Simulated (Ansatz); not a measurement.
System: CaZnF4 (I4₁/a, No. 88, 12 atoms in the cell; start COD 1529060). Method: r²SCAN+rVV10 (plane waves, PAW; Ansatz, a quantum-chemistry and plane-wave program).

Settings: plane-wave cutoff 560 eV, 10×10×10 k mesh, Fermi–Dirac smearing 0.01 eV, scalar-relativistic PAW data made under PBE.

Cell (relaxed at this level):

```cif
data_Ca2F8Zn2
_chemical_formula_sum 'Zn2 Ca2 F8'
_space_group_name_H-M_alt 'P 1'
_space_group_IT_number 1
_cell_length_a 6.59384
_cell_length_b 6.59384
_cell_length_c 6.59384
_cell_angle_alpha 133.247
_cell_angle_beta 133.247
_cell_angle_gamma 68.267
loop_
_space_group_symop_operation_xyz
  'x, y, z'
loop_
_atom_site_label
_atom_site_type_symbol
_atom_site_fract_x
_atom_site_fract_y
_atom_site_fract_z
_atom_site_occupancy
Zn1 Zn 0.75000 0.25000 0.50000 1
Zn2 Zn 0.00000 0.00000 0.00000 1
Ca1 Ca 0.25000 0.75000 0.50000 1
Ca2 Ca 0.50000 0.50000 0.00000 1
F1 F 0.16752 0.72756 0.07608 1
F2 F 0.84144 0.41752 0.93996 1
F3 F 0.65148 0.09144 0.92392 1
F4 F 0.47756 0.90148 0.06004 1
F5 F 0.58248 0.52244 0.42392 1
F6 F 0.90856 0.83248 0.56004 1
F7 F 0.09852 0.15856 0.57608 1
F8 F 0.27244 0.34852 0.43996 1
```

Question: Give the computed band gap.

Answer: 
- band gap: 6.03 eV (on the SCF k mesh)

Note: the relaxation could not lower the start's symmetry, so the cell can be a saddle point above a distorted one.

The computed numbers hold no vibrational or temperature effects.

It cost very roughly 27 core-minutes of CPU time.
